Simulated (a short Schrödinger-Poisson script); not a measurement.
# Symmetric double-gate stack, Al2O3 on p-type Si(100)

System: symmetric double-gate stack, Al2O3 on p-type Si(100), at 150 K.

```tsv
layer	material	thickness (nm)	Na (cm⁻³)
1	Al2O3	5.2	-
2	Si	2	3e16
3	Al2O3	5.2	-
```

The device is made up for the run: typed textbook-type constants, with dimensions and the other settings drawn at random. Al2O3: permittivity 9, conduction-band edge (eV) 2.7, gap (eV) 6.8, electron mass (mₑ) 0.3. Si: permittivity 11.7, conduction-band edge (eV) 0, gap (eV) 1.124, Nv at 300 K (cm⁻³) 3.1e19.

Channel valleys (confinement mass, in-plane density-of-states mass, number): Δ2 0.916, 0.19, 2; Δ4 0.19, 0.417, 4. At the gates, both at one voltage, the conduction-band edge of layer 1 lies 3.3 eV − eVg above the Fermi level of the channel. Gaps are held at their typed values at every temperature. Mesh 0.03 nm at interfaces.

Solved with a short Schrödinger-Poisson script written for these runs: 1D Poisson equation in equilibrium, electrons quantum, Hartree (BenDaniel-Duke, 12 states a valley, the channel's in-plane mass for all, wave functions free to enter the dielectric), parabolic valleys, classical holes, full ionisation, no traps, pinning or gate leakage.

```csv
Vg (V),electrons (cm⁻²),C (μF/cm²),Δ2 E0 (meV),Δ2 E1 (meV),Δ4 E0 (meV),Δ4 E1 (meV)
0.6,1.98e9,0.0252,89.8,355.6,275.5,1096.3
0.7,4.85e11,1.86,17.1,282.4,202.6,1022.6
0.8,1.86e12,2.39,-5.0,258.7,179.8,997.6
0.9,3.39e12,2.49,-18.6,243.5,165.6,980.9
1,4.96e12,2.53,-30.0,230.4,153.5,966.3
1.1,6.54e12,2.54,-40.7,218.1,142.1,952.4
1.2,8.13e12,2.55,-51.0,206.1,131.1,938.9
1.3,9.72e12,2.55,-61.1,194.3,120.3,925.5
1.4,1.13e13,2.55,-71.2,182.6,109.5,912.2
1.5,1.29e13,2.55,-81.2,170.9,98.7,899.0
1.6,1.45e13,2.56,-91.3,159.2,88.0,885.8
1.7,1.61e13,2.56,-101.2,147.6,77.4,872.6
1.8,1.77e13,2.56,-111.1,136.0,66.8,859.5
1.9,1.93e13,2.57,-120.8,124.7,56.4,846.7
2,2.09e13,2.59,-130.2,113.8,46.4,834.2
2.1,2.25e13,2.61,-138.8,103.5,37.1,822.4
```

Gate voltages with under 1e6 electrons/cm² are left out.

Subbands count from the Fermi level. The capacitance is that of both gates.
